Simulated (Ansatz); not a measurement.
The starting structures come from a database of crystals and need not be the phases stable at ambient conditions.

Tunnelling through a barrier is set by its complex band structure: the current falls as exp(−2κd) with the smallest κ.

Data:

```yaml
crystal:
  lattice:
    - [3.80847, 0.00000, 0.00000]
    - [-1.90423, 3.29823, 0.00000]
    - [0.00000, 0.00000, 31.13635]
  atoms:
    - { symbol: Zn, position: [0.00000, 0.00000, 0.60000] }
    - { symbol: Zn, position: [0.66667, 0.33333, 0.20010] }
    - { symbol: Zn, position: [0.66667, 0.33333, 0.80000] }
    - { symbol: Zn, position: [0.33333, 0.66667, 0.69990] }
    - { symbol: Zn, position: [0.00000, 0.00000, 0.30000] }
    - { symbol: Zn, position: [0.00000, 0.00000, 0.00000] }
    - { symbol: Zn, position: [0.33333, 0.66667, 0.90010] }
    - { symbol: Zn, position: [0.66667, 0.33333, 0.50000] }
    - { symbol: Zn, position: [0.33333, 0.66667, 0.10010] }
    - { symbol: Zn, position: [0.33333, 0.66667, 0.40000] }
    - { symbol: S, position: [0.00000, 0.00000, 0.07510] }
    - { symbol: S, position: [0.00000, 0.00000, 0.67490] }
    - { symbol: S, position: [0.33333, 0.66667, 0.97490] }
    - { symbol: S, position: [0.33333, 0.66667, 0.47500] }
    - { symbol: S, position: [0.66667, 0.33333, 0.57500] }
    - { symbol: S, position: [0.33333, 0.66667, 0.77490] }
    - { symbol: S, position: [0.66667, 0.33333, 0.27500] }
    - { symbol: S, position: [0.33333, 0.66667, 0.17500] }
    - { symbol: S, position: [0.00000, 0.00000, 0.37500] }
    - { symbol: S, position: [0.66667, 0.33333, 0.87500] }
```

Space group of this cell: P3m1. The cell is taken as given.

Transport runs along the normal of the first two printed cell vectors, the (001) plane of the conventional cell.

The gap is the functional's own. No spin-orbit coupling. Mid-gap values are interpolated on the energy grid.

Give the band gap and the smallest decay constant κ at mid-gap that r2SCAN in Ansatz (a quantum-chemistry and plane-wave program) yields.

Gap 2.72 eV on a 12×12×1 mesh; κ = 0.174 1/Å, at the zone centre.
